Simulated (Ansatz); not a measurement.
## PbS: response to strain

Base system: PbS in the rock salt structure (space group Fm-3m, No. 225; a = 6.0089 Å).

Strains are applied to the cell and any free atomic positions relax.

Level of theory: Kohn–Sham DFT with the PBE functional, run in Ansatz (a quantum-chemistry and plane-wave program) with PAW and 420 eV plane waves, spin-orbit coupling left out.

Candidates:
(a) isotropic strain −2.00 %
(b) isotropic strain −3.00 %
(c) isotropic strain +3.00 %

Base values:

```
Item       Result
--------  -------
Band gap  0.49 eV
```

Order them by band gap, lowest first.

(b) isotropic strain −3.00 % (0.15 eV), (a) isotropic strain −2.00 % (0.27 eV), (c) isotropic strain +3.00 % (0.74 eV)

Spin-orbit coupling, missing from the scalar runs, can matter with Pb. Whether these cells are dynamically stable was not tested. A zero or small gap of PbS under isotropic strain −2.00 % and PbS under isotropic strain −3.00 % can be the functional's error rather than a property of the material.
